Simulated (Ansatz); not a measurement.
LiF (P6₃mc, No. 186, 4 atoms in the cell; start mp-1185301; a measured phase of this formula has another space group)

All values below come from r²SCAN (Ansatz, an electronic-structure program, plane waves, PAW).

Settings: plane-wave cutoff 560 eV, 12×12×8 k mesh (along the axes of the cell as run), Fermi–Dirac smearing 0.01 eV, scalar-relativistic PAW data made under PBE.

Cell (relaxed with PBEsol):

```cif
data_F2Li2
_chemical_formula_sum 'Li2 F2'
_space_group_name_H-M_alt 'P 1'
_space_group_IT_number 1
_cell_length_a 3.09623
_cell_length_b 3.09623
_cell_length_c 4.81213
_cell_angle_alpha 90.000
_cell_angle_beta 90.000
_cell_angle_gamma 120.000
loop_
_space_group_symop_operation_xyz
  'x, y, z'
loop_
_atom_site_label
_atom_site_type_symbol
_atom_site_fract_x
_atom_site_fract_y
_atom_site_fract_z
_atom_site_occupancy
Li1 Li 0.33333 0.66667 0.38232 1
Li2 Li 0.66667 0.33333 0.88232 1
F1 F 0.33333 0.66667 0.99267 1
F2 F 0.66667 0.33333 0.49267 1
```

```
Property            Result
--------  ----------------
band gap  8.50 eV (direct)
```

Note: cell and atoms aren't relaxed at this level (pressure -0.9 GPa).

Computed values are for the static lattice.

Cost on a shared machine: very roughly 17 core-seconds.

A start named mp-… is a Materials Project structure, which need not be a measured phase.
